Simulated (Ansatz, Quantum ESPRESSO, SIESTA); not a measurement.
# a sheet of Ta2N (3 atoms in the cell) computed with different codes at matched settings

Self-consistent single point.

```
CELL_PARAMETERS angstrom
      2.90553     0.00000     0.00000
     -1.45277     2.51626     0.00000
      0.00000     0.00000    16.35107
ATOMIC_POSITIONS crystal
  N  0.00000 0.00000 0.50000
  Ta 0.33333 0.66667 0.57189
  Ta 0.66667 0.33333 0.42811
```

Shared settings, as Ansatz (an electronic-structure program) writes them: kpoints.mp_grid.grid = 7 7 1; magnetization.spin_orbit = true; scf.occupations.method = gaussian; scf.occupations.width = 0.05 eV. Potentials and cutoffs stand in the table.

```tsv
code	model	largest force (eV/Å)	cutoff
Quantum ESPRESSO	PBE, spin-orbit coupling, PseudoDojo fully relativistic norm-conserving (PBE) pseudopotentials	2.960	85 Ry
Ansatz	PBE with spin-orbit coupling, default PAW files	2.928	default
SIESTA	GGA PBE with spin-orbit coupling, numerical atomic orbitals DZP, PseudoDojo PBE fully relativistic norm-conserving potentials (rewritten from UPF to PSML)	3.371	grid 400 Ry
```

The spread over the programs that give each value: largest force within 0.443 eV/Å.

SIESTA uses small atom-centred bases, whose incompleteness enters pressures, forces and empty levels differently from a plane-wave cutoff. In the force vectors, SIESTA (by 0.427) lies more than 0.08 eV/Å from the median of the plane-wave programs.

The starting cell was generated: these elements placed on a structure prototype, without a prior relaxation; it need not be a known phase or ordering of this composition. Its lattice was rescaled in the plane by a random factor within 2.5 % of one.

Left out of this page: ABINIT (failed or unconverged); Elk (not drawn, or without a comparable value).

Keys are those of Ansatz 0.2.
